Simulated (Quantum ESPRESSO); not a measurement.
A short convergence ladder for KZnF3 (Pm-3m, 5 atoms in the cell)

```
KZnF3
1.0
    4.06215     0.00000     0.00000
    0.00000     4.06215     0.00000
    0.00000     0.00000     4.06215
K Zn F
1 1 3
Direct
  0.00000   0.00000   0.00000
  0.50000   0.50000   0.50000
  0.50000   0.00000   0.50000
  0.00000   0.50000   0.50000
  0.50000   0.50000   0.00000
```

Base method: LDA (PZ), GBRV 1.5 ultrasoft (LDA) pseudopotentials (plane waves; Quantum ESPRESSO).

Base settings: ecutwfc = 50 Ry; ecutrho = 250 Ry; occupations = smearing; smearing = fd; degauss = 0.000734986 Ry; potentials = {K: k_lda_v1.4.uspp.F.UPF, Zn: zn_lda_v1.uspp.F.UPF, F: f_lda_v1.4.uspp.F.UPF}; K_POINTS = automatic 3 3 3 0 0 0; conv_thr = 1e-10 Ry; mixing_beta = 0.5.

**Zone-centre phonons against the cutoff**

In this ladder: occupations = fixed; smearing = default; degauss = default; nbnd = 29; ph.x.tr2_ph = 1e-14; ph.x.fildyn = dyn.G; ph.x.epsil = true; dynmat.x.fildyn = dyn.G; dynmat.x.asr = simple. Moved along: ecutrho.

The mesh stays at the base's, so the ladder's end is converged at best in this setting alone.

Frequencies are those of the unrelaxed cell, without the LO-TO term of polar crystals.

Only quantities that move along the ladder and can be compared are tabulated.

```csv
ecutwfc,highest zone-centre frequency (cm⁻¹),lowest optical frequency (cm⁻¹),largest Born charge (mean of the diagonal) (e),mean ε∞
25 Ry,386.0,58.2,3.862,2.369
35 Ry,391.6,102.5,2.407,2.417
50 Ry,392.2,99.4,2.315,2.418
60 Ry,393.1,98.5,2.307,2.418
```

Coarsest ecutwfc that holds the mean ε∞ within 0.02 of the last step, with all finer ones: 35 Ry; the step before is off by 0.050.

Coarsest ecutwfc that holds the highest zone-centre frequency within 5 cm⁻¹ of the last step, with all finer ones: 35 Ry; the step before is off by 7.1 cm⁻¹.

Coarsest ecutwfc that holds the lowest optical frequency within 5 cm⁻¹ of the last step, with all finer ones: 35 Ry; the step before is off by 40 cm⁻¹.

On the base run: the starting cell has typed, rounded lattice constants, without a prior relaxation at this level. Its lattice was rescaled by up to half a per cent. In the base run, with a pressure of about -5 GPa the cell is away from its equilibrium volume at this level. A gap is left out here, as mesh or smearing make it unsure.
